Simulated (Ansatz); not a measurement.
Structure of amorphous Si24O50Ti (periodic cell):

```xyz
75
Lattice="10.3097 0.0677 0.1188 0.0677 10.6524 -0.2592 0.1188 -0.2592 10.2670" Properties=species:S:1:pos:R:3 pbc="T T T"
Si     6.5914     4.5404     4.1902
Si     3.9330     3.3945     4.6279
Si     7.6700     2.0684     2.8419
Si     9.0435     0.8456     5.5369
Si     5.0160     0.9080     3.0754
Si     1.5736    10.1641     4.1784
Si     8.5004     3.8053     0.5882
Si     8.1350     3.5600     6.6633
Si    10.3389     5.8149     1.5787
Si     6.4325     5.6953    -0.0366
Si     2.3403     0.5043     1.6293
Si     6.4973     2.8161     8.9040
Si     4.5999     9.9845     5.2963
Si     3.0788     8.7493     9.5177
Si     1.8801     7.5442     2.7684
Si     8.4328     6.4915     7.9194
Si     8.3843     6.8366     3.7222
Si     2.1461     2.2355     9.7679
Si     7.4311     8.7953     5.7184
Si     2.5011     4.2867     1.9598
Si     1.1215     7.0836     7.8311
Si     0.7274     6.1353     5.1221
Si     4.0344     6.9633     1.1703
Si     4.4659     0.5321     8.4367
O      0.9982     7.3198     6.2179
O      4.2421     9.6932     8.8244
O      9.5037     6.2611     4.7491
O      0.2705     0.1738     5.2956
O      7.9885     8.3364     4.2294
O      1.8297     6.3847     3.9386
O      2.3544     9.7308     0.5827
O      1.1096     7.0097     1.3805
O      8.1313    10.3034     5.9068
O      3.1890     1.4463     8.8085
O      5.7384     1.3731     9.0748
O      0.8527     4.6571     5.8330
O      3.6920     7.3215     9.9989
O      2.0195     5.6995     8.0198
O      7.3426     6.3642     9.1337
O      4.6257     0.3956     6.8139
O      4.6870     1.9947     4.2665
O      8.7364     2.6210     1.7101
O      9.0887     2.2072     6.4983
O      6.7250     3.0537     7.3138
O      9.7716     4.8511     0.3481
O      7.8832     7.6365     6.8384
O      3.4809     5.5410     1.6915
O      9.0729     6.5981     2.2635
O      2.9405     3.5722     3.3450
O      6.5001     1.0109     2.3729
O      5.7393     4.1806     9.4807
O      5.6190     6.7286     0.9249
O      1.7592     0.5066     3.1539
O      9.8894     6.9967     8.5105
O      5.7690     8.8723     5.7673
O      7.3636     4.8856     1.0161
O      6.7258     3.3817     3.0762
O      8.0275     2.7607     9.5410
O      3.4380     7.9295     2.3779
O      3.9271     0.9249     1.8415
O      8.6870     4.9224     7.4222
O      1.8701     8.3781     8.4781
O      1.0750     8.7844     3.4481
O      2.9331     9.8293     5.0813
O      2.7334     3.5533     0.5165
O      5.0562     4.5842     4.7194
O      6.9679     6.0408     3.7294
O      1.4248     1.4479     0.6281
O      5.1012    10.2232     3.7513
O      0.9102     4.5926     2.2279
O      3.2021     3.3839     6.0995
O      7.7556     4.0940     5.2070
O      1.2502     2.9913     8.6145
O      8.4914     1.3689     4.0724
Ti     1.8758     4.0647     7.2052
```

Calculation: PBE, scalar-relativistic without spin-orbit coupling (plane waves to 420 eV, PAW; Ansatz, a quantum-chemistry and plane-wave program).

The cell was made by melting and quenching with the CHGNet potential and then relaxed with DFT. O atoms were pushed apart under 1.9 Å during the dynamics, to hinder bonds among them. The hot cell started wider than the set density and was brought back towards it in steps. It is the lowest in DFT energy of 2 quenches. It is a model cell: composition and starting density were chosen by hand, and all elements were melted together. No dispersion term was used. Its density started from a set value of 2.24 and ended at 2.24 g/cm³. Cooling (nominally 480 K/ps over its main leg) ran many orders faster than in experiment, which tends to leave more defects and strain. One small periodic cell is one sample of the glass; other quenches scatter about these values. The volume was held where the preparation left it and the shape relaxed, at a PBE pressure of -0.9 GPa (tension). Stress components on the final sampling reach 0.9 GPa.

Cut-offs for bonds: Si-Si 2.60 Å, Si-O 1.90 Å, Si-Ti 2.78 Å, O-O 1.58 Å, O-Ti 2.49 Å, Ti-Ti 3.12 Å. Two cations that share two anions don't count as bonded, nor two that share one unless they lie closer than Si-Si 2.38 Å, Si-Ti 2.71 Å, Ti-Ti 3.04 Å.

Problem. Give the coordination numbers, mean bond lengths and angles.

Solution. 
| Property | Result |
|---|---|
| Mean coordination of Si by anions | 4.00 (24 with 4) |
| Mean coordination of O | 2.00 (50 with 2) |
| Mean coordination of Ti by anions | 4.00 (1 with 4) |
| Mean Si-O bond | 1.642 Å (spread 0.018 Å, 96 counted) |
| Mean O-Ti bond | 1.845 Å (spread 0.025 Å, 4 counted) |
| Bond angle at Si | mean 109.5°, spread 6.8° |
| Bond angle at O | mean 137.6°, spread 12.6° |
| Bond angle at Ti | mean 109.4°, spread 12.8° |

Problem. List the pairs of like atoms that count as bonded by the rules above.

Solution. There are none by these rules.
